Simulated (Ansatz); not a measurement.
## Convergence test for Ge (P6/mmm, 3 atoms in the cell)

```
CELL_PARAMETERS angstrom
      4.79890     0.00000     0.00000
     -2.39945     4.15597     0.00000
      0.00000     0.00000     2.91877
ATOMIC_POSITIONS crystal
  Ge 0.00000 0.00000 0.00000
  Ge 0.33333 0.66667 0.50000
  Ge 0.66667 0.33333 0.50000
```

Method: LDA (PW92), default PAW files made with PBE (plane waves; Ansatz, a program for electronic structure).

The starting cell was generated: these elements placed on a structure prototype, without a prior relaxation; it need not be a known phase or ordering of this composition. In the base run, with a pressure of about -5 GPa the cell is away from its equilibrium volume at this level. Ansatz's pressure includes its estimate of the finite-basis (Pulay) stress.

Held fixed: kpoints.mp_grid.grid = 6 6 8; hamiltonian.xc = lda; hamiltonian.pseudopotentials = {kind: paw} (the program's default PAW files); scf.occupations.method = fermi_dirac; scf.occupations.width = 0.05 eV.

ΔF is the free energy per atom less that of the last row (840 eV).

The first pressure column holds Ansatz's estimate of the finite-basis (Pulay) stress, which hides part of the cutoff error; the other is without it.

```tsv
basis.ecutwfc	ΔF (meV/atom)	pressure (GPa)	pressure at a fixed set of plane waves (GPa)	plane waves	iterations
170 eV	24084.6	-18.44	-773.08	283	7
210 eV	5907.0	-6.90	-257.77	415	7
250 eV	1225.8	-3.84	-75.76	511	6
295 eV	159.5	-5.48	-17.85	669	6
335 eV	___	-5.18	-7.25	795	6
380 eV	___	-5.22	-5.35	963	6
420 eV	1.99	-5.22	-5.25	1125	6
485 eV	1.00	-5.22	-5.26	1409	6
545 eV	0.58	-5.22	-5.23	1661	6
630 eV	0.46	-5.22	-5.23	2111	6
735 eV	0.17	-5.22	-5.23	2653	6
840 eV	0.00	-5.22	-5.23	3217	6
```

Question: Fill in the missing entries.

Answer: 
- 335 eV, ΔF (meV/atom): 21.0
- 380 eV, ΔF (meV/atom): 2.9

Keys are those of Ansatz 0.2.
